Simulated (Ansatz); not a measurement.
# NbP: pressure series

The reference is NbP (space group I4_1md, No. 109; a = 3.347 Å, c = 11.427 Å).

Cell and atoms are relaxed at each pressure.

Method: PBE/PAW in Ansatz (a program for electronic structure), scalar-relativistic without spin-orbit coupling.

Notes on the quantities. enthalpy: H = E + PV relative to the base's energy.

```csv
case,enthalpy,density
base,–,6.43 g/cm³
pressure −2 GPa,-0.20 eV/atom,6.36 g/cm³
pressure −1 GPa,-0.10 eV/atom,6.39 g/cm³
pressure 0.9 GPa,+0.09 eV/atom,…
pressure 2.1 GPa,+0.21 eV/atom,6.50 g/cm³
pressure 4.5 GPa,+0.44 eV/atom,6.58 g/cm³
pressure 9 GPa,+0.88 eV/atom,6.72 g/cm³
pressure 15 GPa,+1.44 eV/atom,6.89 g/cm³
pressure 22.5 GPa,+2.13 eV/atom,7.09 g/cm³
pressure 30 GPa,+2.80 eV/atom,7.28 g/cm³
```

**Question.** Complete the table.

**Answer.** 
- pressure 0.9 GPa, density: 6.46 g/cm³

Load acts through the strain it causes; cell and atoms are relaxed under it. No phonon test of stability was made. Competing high-pressure phases were not computed. All final runs are without spin polarisation.
